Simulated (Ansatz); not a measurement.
SiO2 (P4₁2₁2, No. 92) was calculated with PBE-D3(BJ) in Ansatz (plane waves, PAW).

Numerical settings: plane-wave cutoff 520 eV, 8×8×6 k mesh (along the axes of the cell as run), Fermi–Dirac smearing 0.01 eV, scalar-relativistic PAW data made under PBE.

Shape and atoms are relaxed at each volume.

The direct gap at Γ against volume; x = 100 ln(V/13.876 Å³). One gap is withheld.

| V (Å³/atom) | x | gap (eV) |
|---|---|---|
| 13.321 | -4.08 | 5.705 |
| 13.599 | -2.02 | 5.677 |
| 13.876 | 0.00 | 5.649 |
| 14.154 | 1.98 | 5.622 |
| 14.431 | 3.92 | ? |

Q: Fit a straight line to the rows shown, give the volume deformation potential and predict the withheld gap.

A: Means of the 4 rows: x̄ = -1.030, ȳ = 5.6632 eV. Σ(x − x̄)(y − ȳ) = -0.2798 and Σ(x − x̄)² = 20.404, so the slope is -0.0137 eV per unit of x, and dE_g/d ln V = -1.4 eV. At x = 3.92: 5.6632 + (-0.0137) × (3.92 − (-1.030)) = 5.595 eV. The run gives 5.594 eV, 0.001 eV below the line.

Note: the bulk modulus comes from volumes at which shape and atoms were relaxed.

Ansatz is a first-principles code.
